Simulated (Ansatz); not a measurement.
Reference: Si (Fd-3m), PBEsol, rigid bands (plane waves, PAW, scalar-relativistic; Ansatz, a quantum-chemistry and plane-wave program); axes and stresses refer to this cell.

```xyz
2
Lattice="0.0000 2.7169 2.7169 2.7169 0.0000 2.7169 2.7169 2.7169 0.0000" Properties=species:S:1:pos:R:3 pbc="T T T"
Si     1.3585     1.3585     1.3585
Si     0.0000     0.0000     0.0000
```

The Seebeck coefficient, n-type 1e19 cm⁻³ comes out as -309 μV/K, the electron conductivity mass is 0.28 mₑ and the band gap is 0.46 eV.

Question: After one change the values are Seebeck coefficient, n-type 1e19 cm⁻³ -308 μV/K; electron conductivity mass 0.28 mₑ; band gap 0.76 eV. What was changed between the two runs?
A) biaxial strain xx = yy = +3 %, z clamped
B) functional PBE, cell relaxed with it
C) biaxial strain xx = yy = +1.5 %, z clamped
D) functional r2SCAN on the same cell

Answer: D, functional r2SCAN on the same cell

Masses are for dilute carriers at 300 K, harmonic means over directions unless an axis is named. Seebeck coefficients are for the stated density at 300 K, with one relaxation time for all states and whether or not that doping can be reached. Spin-orbit coupling is left out unless a row names it. Stresses and pressures are the targets of the relaxation.  The structure type is held under load, also where the real crystal would transform.
